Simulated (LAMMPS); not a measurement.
MD of Cu (fcc) at zero pressure, 4000 atoms, as a crystal; each row is its own run.

Computed with classical MD, pair style eam/alloy, file CuNi.eam.alloy; code LAMMPS.

| T (K) | volume (Å³/atom) |
|---|---|
| 200 | 11.922 |
| 610 | 12.195 |
| 810 | 12.350 |
| 1020 | 12.530 |
| 1220 | 12.723 |
| 1430 | 12.952 |

Question: Fit a straight line, y = a + b x, to these rows (x is the first column, y the second) and predict the run at x = 300.

Answer: Least squares gives a = 11.710 and b = 0.0008335. At x = 300 the fit predicts 11.961 Å³/atom. The run itself gave 11.9823 ± 0.0002 Å³/atom, so the fit is 0.18 % low.

Caution (row 1430): this crystal lies over the melting point of about 1290 K that EAM-type CuNi.eam.alloy gives, so it is superheated.
